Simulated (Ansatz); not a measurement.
We consider double-hcp La, described by PBE-D4 (Ansatz, a first-principles code, plane waves, PAW).

Input:

Ansatz 0.2 input:
```yaml
crystal:
  lattice:
    - [1.8514783905, -3.2068546415, 0.0]
    - [1.8514783905, 3.2068546415, 0.0]
    - [0.0, 0.0, 11.8731441366]
  atoms:
    - { symbol: La, position: [0.0, 0.0, 0.5] }
    - { symbol: La, position: [0.0, 0.0, 0.0] }
    - { symbol: La, position: [0.3333333333, 0.6666666667, 0.25] }
    - { symbol: La, position: [0.6666666667, 0.3333333333, 0.75] }
basis:
  ecutwfc: 520
  ecutrho_ratio: 4
  xc_grid: 2
kpoints:
  mp_grid: { grid: [18, 18, 6] }
hamiltonian:
  xc: pbe
  dispersion: d4
  pseudopotentials: { kind: paw }
scf:
  occupations: { method: fermi_dirac, width: 0.05 }
  convergence: { dr2_threshold: 0.0000000004 }
output:
  forces: true
  stress: true
  eigenvalues: true
```

Excerpt of the program's output:

```
Crystal: 4 atoms, lattice volume = 140.992 Å³
Basis set: ecut = 520 eV, 3765 PW (Γ), exchange–correlation on 60×60×180 points (8 copies of the dense FFT grid, shifted against one another)
Bands: 27, of which v1, the nominal top of the filled ones, is band 22 counted from 1 (21 counted from 0)
Symmetry: 24 space group operations
Space group: P63/mmc (ITA 194), of the structure as read, at distance tolerance 5.2e-5 Å
k-points: 148 of 1944
Functional: x = pbe(κ = 0.804, μ = 0.2195149727645171), c = pbe(β = 0.06672455060314922)
SCF iter   1: F=—  HF=-25001.606988 eV  |F-HF|=—  |Δ(HF+E_count)|=         —  Δρ=3.65e-3  dr2=1.98e-2
SCF iter   2: F=—  HF=-25001.605225 eV  |F-HF|=—  |Δ(HF+E_count)|=   1.76e-3  Δρ=2.31e-3  dr2=8.62e-3
  ...
SCF iter   7: F=—  HF=-25001.605256 eV  |F-HF|=—  |Δ(HF+E_count)|=   6.57e-9  Δρ=1.93e-6  dr2=6.94e-9
SCF iter   8: F=-25001.605256 eV  HF=-25001.605256 eV  |F-HF|=2.55e-11  |Δ(HF+E_count)|=   1.28e-9  Δρ=4.30e-7  dr2=2.88e-10
SCF 1 converged in 8 iterations: F = -25001.605256 eV  dr2 = 2.88e-10
SCF converged after 8 iterations
Free energy (F): -25001.605256 eV
Internal energy: -25001.552401 eV  (E = F + TS)
E sigma→0 (E₀):  -25001.578829 eV
Fermi energy:    11.736213 eV
--- Forces (eV/Å), atoms counted from 1 ---
  atom   1  La     0.00000000     0.00000000    -0.00000000
  atom   2  La    -0.00000000     0.00000000     0.00000000
  atom   3  La     0.00000000    -0.00000000    -0.00000000
  atom   4  La    -0.00000000     0.00000000     0.00000000
--- Stress (GPa, compression-positive) ---
       -0.001985      -0.000000      -0.000000
        0.000000      -0.001985       0.000000
       -0.000000       0.000000      -0.002080
  P = ⅓ Tr σ = -0.0020 GPa (-0.020 kbar)
```
